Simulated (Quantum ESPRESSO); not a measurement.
Habitual settings against a tight run: MnGe2 (I4/mcm, 6 atoms in the cell)

Self-consistent single point.

```
MnGe2
1.0
    2.98235    -2.98235     2.48775
    2.98235     2.98235     2.48775
   -2.98235    -2.98235     2.48775
Mn Ge
2 4
Direct
  0.00000   0.75000   0.75000
  0.00000   0.25000   0.25000
  0.18290   0.15855   0.65855
  0.81710   0.84145   0.34145
  0.50000   0.34145   0.15855
  0.50000   0.65855   0.84145
```
Moments meant for the start (each program seeds them in its own way; μB, in the order of the atoms Mn Mn Ge Ge Ge Ge): 4.0 4.0 0.0 0.0 0.0 0.0.

Method of the run: LDA (PZ), GBRV 1.5 ultrasoft (LDA) pseudopotentials (plane waves; Quantum ESPRESSO 7.5).

Base settings: ecutwfc = 50 Ry; ecutrho = 400 Ry; occupations = smearing; smearing = fermi-dirac; degauss = 0.0073499 Ry; nspin = 2; potentials = {Mn: mn_lda_v1.5.uspp.F.UPF, Ge: ge_lda_v1.4.uspp.F.UPF}; K_POINTS = automatic 5 5 5 1 1 1; conv_thr = 1e-10 Ry; mixing_beta = 0.2.

Tight run (finer mesh or higher cutoff; not a proven limit): ecutwfc: 50 Ry → 70 Ry; ecutrho: 400 Ry → 560 Ry; conv_thr: 1e-10 Ry → 7.3e-11 Ry; K_POINTS: automatic 5 5 5 1 1 1 → automatic 7 7 7 1 1 1. It gave Fermi level (on the code's own zero) 14.02 eV; pressure -9.97 GPa; largest force (vector length) 0.042 eV/Å; size of the cell's spin moment 2.62 μB; site moments (μB, in the program's spheres or projections) Mn 1.42, Mn 1.42, Ge -0.05, Ge -0.05, Ge -0.05, Ge -0.05.

Quick runs, as changes from the base:
- A: the base itself
- B: ecutwfc: 50 Ry → 65 Ry; ecutrho: 400 Ry → 520 Ry; pseudopotentials: {Mn: mn_lda_v1.5.uspp.F.UPF, Ge: ge_lda_v1.4.uspp.F.UPF} → {Mn: mn_pbe_v1.5.uspp.F.UPF, Ge: ge_pbe_v1.4.uspp.F.UPF}; K_POINTS: automatic 5 5 5 1 1 1 → automatic 4 4 4 1 1 1; input_dft: default → pbesol [PBEsol]
- C: ecutwfc: 50 Ry → 35 Ry; ecutrho: 400 Ry → 280 Ry; degauss: 0.0073499 Ry → 0.0099958 Ry; K_POINTS: automatic 5 5 5 1 1 1 → automatic 4 4 4 1 1 1
- D: ecutwfc: 50 Ry → 30 Ry; ecutrho: 400 Ry → 240 Ry; conv_thr: 1e-10 Ry → 7.3e-05 Ry; K_POINTS: automatic 5 5 5 1 1 1 → automatic 3 3 3 1 1 1

Energies are extrapolated to zero smearing width, which holds to low order in the width alone (under cold and Methfessel-Paxton smearing the free energy itself is taken).

Dashes: energy of B, another energy zero; pressure of D, not trusted under this conv_thr with d or f elements; time of D, under 30 s.

† marks runs with another functional, U, potentials or spin treatment: their distance from the tight run is not a convergence error alone.

The count of work is k-points × plane waves × bands × iterations; it is no time. Core times come from one kind of shared machine and are given to one figure; runs under 30 s give none.

The starting cell comes from a database of computed structures (which also holds hypothetical and non-ambient phases and stackings), without a prior relaxation at this level. Its lattice was rescaled by a random factor within 2.5 % of one. The magnetic order is the one reached from the typed start; others were not searched systematically. In the base run, with a pressure of about -10 GPa the cell is away from its equilibrium volume at this level.

```csv
run,energy less tight (meV/atom),pressure less tight (GPa),largest miss in a force vector (eV/Å),size of the net moment less tight (μB/atom),count of work / tight,core time / tight (rough)
A,2.5,0.10,0.020,0.01,0.25,0.3
B†,–,4.23,0.025,0.06,0.27,0.4
C,14.0,-2.53,0.041,-0.02,0.093,0.1
D,230.3,–,0.136,0.15,0.020,–
```

Among the runs at the tight run's level, the energy misses run from 2.5 to 230.3 meV/atom.

Left out of this page: 2 runs of the series outside the window shown, repeating another row's setting, or not comparable.
